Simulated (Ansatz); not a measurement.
The reference is BAs in the zinc blende structure (space group F-43m, No. 216; a = 4.768 Å).

It is then changed as follows: every lattice vector is shortened by 2.06 %; the atoms relax in the strained cell.

Levels (all Ansatz, an electronic-structure program, PAW): PBEsol (420 eV, spin-orbit coupling left out); r2SCAN (500 eV, no spin-orbit coupling); HSE06 (420 eV, spin-orbit coupling left out).

One geometry, relaxed with PBEsol, under each level:

Notes on the quantities. hole mass: degenerate bands, along [100].

| level | band gap | lowest conduction level above the VBM at special points | electron mass | hole mass | pressure |
|---|---|---|---|---|---|
| PBEsol | 1.02 eV | X 1.25 eV; U 1.91 eV; K 1.91 eV; L 3.06 eV | 1.1 mₑ along k, 0.21 mₑ across (off the special points) | 0.22, 0.22, 0.25 mₑ (at Γ) | 9.96 GPa |
| r2SCAN | … | … | … | … | … |
| HSE06 | 1.76 eV | X 1.97 eV; U 2.72 eV; K 2.72 eV; Γ 4.21 eV | – | – | – |

Problem. Give the withheld r2SCAN results.

Solution. 
- r2SCAN, band gap: 1.30 eV
- r2SCAN, lowest conduction level above the VBM at special points: X 1.52 eV; U 2.25 eV; K 2.25 eV; L 3.39 eV
- r2SCAN, electron mass: 1.1 mₑ along k, 0.20 mₑ across (off the special points)
- r2SCAN, hole mass: 0.21, 0.21, 0.24 mₑ (at Γ)
- r2SCAN, pressure: 11.83 GPa

Single points use the geometry relaxed with PBEsol. Their cutoffs differ, which shifts pressures a little. HSE06 gaps are upper bounds (no full band path). Effective masses come from finite differences of ±0.01 Å⁻¹. Along k means along the line from Γ to the band edge. Whether these cells are dynamically stable was not tested.
